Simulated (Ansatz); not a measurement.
Consider Ti in the hcp (Mg type) structure (space group P6_3/mmc, No. 194; relaxed with 0.1 eV smearing).

```
Ti
1.0
    2.93639     0.00000     0.00000
   -1.46820     2.54299     0.00000
    0.00000     0.00000     4.64022
Ti
2
Cartesian
  1.46820   0.84766   3.48016
  0.00000   1.69533   1.16005
```

Cartesian axes are those of the cell as printed.

Computed with r2SCAN, PAW, 500 eV (Ansatz, a quantum-chemistry and plane-wave program; no SOC).

It is then changed as follows: the cell is stretched by 2.50 % along z with no lateral relaxation; the atoms relax in the strained cell.

### Question
Predict the stress tensor and what it implies for the stiffness.

### Answer
Stress of the strained cell less that of the base (GPa, compression positive):
```
   -1.8     0.0     0.0
    0.0    -1.8     0.0
    0.0     0.0    -4.7
```

Then −Δσ_ii/ε with ε = 0.0250 gives secant stiffness values (nonlinear terms included at this strain): C33 ≈ 187 GPa, C13 ≈ 71 GPa and C23 ≈ 71 GPa.

As a check, the harmonic strain energy −½ V₀ Δσ:ε is 6.3 meV/atom; the computed energy rise is 6.4 meV/atom.

No phonon test of stability was made. The final runs are not spin-polarised.
